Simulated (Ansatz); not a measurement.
Start from MgSe in the rock salt structure (space group Fm-3m, No. 225; a = 5.472 Å).

Level of theory: r2SCAN (Ansatz, a program for electronic structure; PAW; 500 eV plane waves; no spin-orbit coupling).

For the base:

| Property | Value |
|---|---|
| Hole mass | 0.20, 0.79, 0.79 mₑ (at Γ) |
| Lattice parameter a | 5.472 Å |
| Gap character | indirect, Γ → X |

The change: S takes the place of Se on all its sites, then cell and atoms are relaxed.

What happens to the hole mass, lattice parameter a and gap character?

The hole mass (degenerate bands, along [100]) becomes 0.28, 0.93, 0.93 mₑ (at Γ) (base: 0.20, 0.79, 0.79 mₑ (at Γ)); the lattice parameter a drops by 0.269 Å, from 5.472 Å to 5.203 Å; the gap character stays indirect, Γ → X.

Masses are band curvatures over ±0.01 Å⁻¹ around the edge. Whether these cells are dynamically stable was not tested.
